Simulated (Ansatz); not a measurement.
What a tighter setting buys: kpoints.mp_grid.grid, K2InCuBr6 (Fm-3m, 10 atoms in the cell)

Cell: a = 7.6237 Å, b = 7.6237 Å, c = 7.6237 Å, α = 60.00°, β = 60.00°, γ = 60.00°.

Method: r2SCAN, default PAW files made with PBE (plane waves; Ansatz, a first-principles code).

Base settings: basis.ecutwfc = 500 eV; kpoints.mp_grid.grid = 3 3 3; hamiltonian.xc = r2scan; hamiltonian.pseudopotentials = {kind: paw} (the program's default PAW files); scf.occupations.method = gaussian; scf.occupations.width = 0.272 eV.

Misses are taken against the tightest run, 13 13 13, which need not be fully converged itself. The energy is the free energy per atom.

The count of work is k-points × plane waves × bands × iterations; it is no time, and leaves out set-up, grids and terms that scale otherwise. Core times come from one kind of shared machine and are given to one figure; runs under 30 s give none.

The starting cell comes from a database of computed structures (which also holds hypothetical and non-ambient phases and stackings), without a prior relaxation at this level. Spin polarisation is off, so a magnetic state, if there is one, cannot be reached. Ansatz's pressure includes its estimate of the finite-basis (Pulay) stress. The run gives no clean gap (levels at the Fermi energy touch, overlap or are partly filled at this smearing), which alone does not show that the compound is a metal.

The runs (kpoints.mp_grid.grid): 1 1 1 | 2 2 2 | 3 3 3 | 4 4 4 | 5 5 5 | 6 6 6 | 7 7 7 | 9 9 9 | 11 11 11 | 13 13 13.

**Question.** Which is the coarsest setting among those run that, with all tighter ones, holds the energy within 20 meV/atom of the reference, and what does it save?

**Answer.** 2 2 2, off by 8.5 meV/atom; it needs 0.032 of the reference's count of work.

**Question.** What does the step from 1 1 1 to 4 4 4 buy?

**Answer.** It takes the miss in the energy from 510 to 0.39 meV/atom, for 5.1 times the count of work.

| kpoints.mp_grid.grid | energy less reference (meV/atom) | pressure less reference (GPa) | largest difference in the force on any atom (eV/Å) | count of work / reference | core time / reference (rough) |
|---|---|---|---|---|---|
| 1 1 1 | 514.61 | 5.36 | 0.261 | 0.017 | – |
| 2 2 2 | 8.54 | 0.22 | 0.008 | 0.032 | – |
| 3 3 3 | -0.17 | -0.01 | 0.032 | 0.038 | – |
| 4 4 4 | 0.39 | -0.01 | 0.016 | 0.086 | – |
| 5 5 5 | 0.23 | 0.00 | 0.000 | 0.13 | – |
| 6 6 6 | 0.01 | 0.00 | 0.003 | 0.19 | – |
| 7 7 7 | -0.04 | 0.00 | 0.001 | 0.24 | 0.3 |
| 9 9 9 | 0.01 | 0.00 | 0.000 | 0.42 | 0.5 |
| 11 11 11 | 0.00 | 0.00 | 0.000 | 0.67 | 0.9 |
| 13 13 13 | 0.00 | 0.00 | 0.000 | 1.0 | 1 |

Keys are those of Ansatz 0.2.
